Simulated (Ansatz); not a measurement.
SrO (P6₃/mmc, No. 194, 4 atoms in the cell; start mp-754824; a measured phase of this formula has another space group), treated with HSE06 in Ansatz (plane waves, PAW).

Run with plane-wave cutoff 520 eV, 6×6×6 k mesh, finite displacements, scalar-relativistic PAW data made under PBE.

Computed at the level's own relaxed cell.

SrO has the hexagonal space group P6₃/mmc (No. 194), Pearson symbol hP4. Conventional cell: a = b = 4.2629 Å, c = 5.1381 Å, α = β = 90.00°, γ = 120.00°. Sr on 2d is surrounded by 5 O at 2.461–2.569 Å (trigonal bipyramidal). O on 2c has 5 Sr at 2.461–2.569 Å (trigonal bipyramidal). (Neighbours: up to the widest gap in distance over summed covalent radii, below 1.35, at either atom; cation-cation and far metal-metal contacts left out.)

Harmonic phonon frequencies (cm⁻¹; i marks an imaginary mode; at Γ without the LO shift):

```csv
q point,frequencies
Γ,0 0 0 128 128 187 209 303 312 312 314 314
M,50 115 156 161 163 188 242 268 275 302 391 407
A,93 93 93 93 155 155 316 316 316 316 407 407
```

No imaginary mode appears at these points.

Note: the relaxation could not lower the start's symmetry, so the cell can be a saddle point above a distorted one.

A start named mp-… is a Materials Project structure, which need not be a measured phase.

Ansatz is an electronic-structure program.
